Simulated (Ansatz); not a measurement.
The reference is a 16-atom supercell of ZnS in the wurtzite structure (space group P6_3mc, No. 186) at its relaxed geometry.

```xyz
16
Lattice="7.6902 0.0000 0.0000 -3.8451 6.6599 0.0000 3.8451 6.6599 6.3057" Properties=species:S:1:pos:R:3 pbc="T T T"
Zn     5.7677     7.7699     6.3047
Zn     3.8451    11.0999     6.3047
Zn     9.6128     7.7699     6.3047
Zn     7.6902    11.0999     6.3047
Zn     3.8451     8.8799     3.1519
Zn     5.7677     5.5499     3.1519
Zn     0.0000     8.8799     3.1519
Zn     1.9226     5.5499     3.1519
S      5.7677     7.7699     3.9432
S      7.6902     4.4399     3.9432
S      1.9226     7.7699     3.9432
S      3.8451     4.4399     3.9432
S      0.0000     2.2200     0.7904
S     -1.9226     5.5499     0.7904
S      3.8451     2.2200     0.7904
S      1.9226     5.5499     0.7904
```

Calculations: plane-wave PAW DFT at the PBE level (Ansatz, an electronic-structure program, 420 eV), no SOC.

One neutral defect a cell, atoms relaxed at fixed cell.

One change was made to it. Results:

| quantity | base | after |
|---|---|---|
| largest displacement of a host atom from its site in the perfect cell | – | 0.28 Å |
| pressure | 0.0 GPa | 1.9 GPa |

Task: What was done to the base?
(A) Zn on a S site (antisite)
(B) H interstitial (started 2.46 Å from the nearest host atom)
(C) P on a S site, symmetric start

Result: A, Zn on a S site (antisite). For comparison, the largest displacement of a host atom from its site in the perfect cell in the other runs: P on a S site, symmetric start gives 0.03 Å; H interstitial (started 2.46 Å from the nearest host atom) gives 0.15 Å.

The magnetic state is the one reached from the starting moments; the real material's order can differ, and small cells can't hold many antiferromagnetic ones. In so small a cell the defect repeats every few ångströms: this is an ordered compound, not a dilute defect. The mesh was chosen for an insulator and is coarse for the gapless case. Defects with a symmetric start kept the site's symmetry and may sit on a saddle; the others started slightly shaken. Starting moments died away, wholly or in part, for Zn on a S site (antisite) and P on a S site; another magnetic solution may exist.
